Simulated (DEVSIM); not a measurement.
**Schottky contact on n-type GaN**

System: Schottky contact on n-type GaN, at 300 K.

```csv
layer (left to right),material,thickness (μm),Nd (cm⁻³),τn (s),τp (s)
1,GaN,1.50,8.7e16,2.7e-8,2.7e-8
```

Left contact: Schottky, work function 5.16 eV, emission velocity 6.9e6 cm/s. Right contact: ohmic. Voltage is applied to the left contact. Recombination: SRH at mid-gap, Auger. Mobility is μmin + (μ − μmin)/(1 + (N/Nref)^α).

The device is made up for the run: typed textbook-type constants, with dimensions and the other settings drawn at random. Values at 300 K.

```csv
parameter,GaN
gap (eV),3.43
affinity (eV),4.1
permittivity,9.5
Nc (cm⁻³),2.3e18
Nv (cm⁻³),4.6e19
μn (cm²/Vs),1200
μp (cm²/Vs),100
"μn,min",55
"μp,min",3
"Nref,n",2e17
"Nref,p",3e17
αn,1
αp,2
Cn (cm⁶/s),1e-30
Cp (cm⁶/s),1e-30
```

Simulated with DEVSIM: 1D drift-diffusion, Boltzmann statistics, complete ionisation; no tunnelling, impact ionisation, image-force lowering or self-heating. Metal contacts follow the ideal Schottky-Mott rule: no Fermi-level pinning, no interface dipoles.

```json
{
 "potential_step_across_the_device_at_zero_bias": "0.975 V",
 "largest_field_in_the_device_at_zero_bias": "180000 V/cm",
 "Dark forward voltage at 1 A/cm²": "0.681 V",
 "Dark forward voltage at 100 A/cm²": "0.802 V"
}
```

Small-signal capacitance in reverse bias (quasi-static):

| V (V) | C (nF/cm²) |
|---|---|
| -0.04 | 77.0 |
| -0.1 | 74.7 |
| -0.2 | 71.4 |
| -0.3 | 68.5 |
| -0.4 | 65.9 |
| -0.6 | 61.5 |
| -0.8 | 57.9 |
| -1 | 54.8 |
| -1.3 | 51.0 |
| -1.6 | 48.0 |
| -2 | 44.6 |

Dark reverse current:

```csv
V (V),J (A/cm²)
-0.04,-3.0e-12
-0.10,-3.7e-12
-0.20,-3.8e-12
-0.30,-3.8e-12
-0.40,-3.8e-12
-0.60,-3.8e-12
-0.80,-3.8e-12
-1.00,-3.8e-12
-1.30,-3.8e-12
-1.60,-3.9e-12
-2.00,-3.9e-12
```
